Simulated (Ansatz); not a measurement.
What uniaxial strain ε_zz = −1.00 % does to Sc

Consider Sc in the hcp (Mg type) structure (space group P6_3/mmc, No. 194; a = 3.275 Å, c = 5.105 Å; relaxed with 0.1 eV smearing). Axes: x lies along a and z along c of the hexagonal cell.

It is then changed as follows: uniaxial strain ε_zz = −1.00 %, all other strain components held at zero; the atoms relax in the strained cell.

Level of theory: PBEsol, PAW, 420 eV (Ansatz, a quantum-chemistry and plane-wave program; without spin-orbit coupling). Settings: 20×20×12 k-points, 0.1 eV Fermi–Dirac smearing.

The volume per atom falls by 0.237 Å³ to 23.48 Å³ and the space group remains P6_3/mmc (No. 194). The shortest interatomic distance drops by 0.0205 Å to 3.156 Å and the energy grows by 0.8 meV/atom. The band gap is still zero and the stress (xx, yy, zz, yz, xz, xy; compression positive) comes out as (0.3, 0.3, 1.1, 0.0, 0.0, 0.0) GPa.

Final structure:

```yaml
crystal:
  lattice:
    - [3.27535, 0.00000, 0.00000]
    - [-1.63768, 2.83654, 0.00000]
    - [0.00000, 0.00000, 5.05406]
  atoms:
    - { symbol: Sc, position: [0.66667, 0.33333, 0.25000] }
    - { symbol: Sc, position: [0.33333, 0.66667, 0.75000] }
```

Whether these cells are dynamically stable was not tested. The final runs are not spin-polarised.
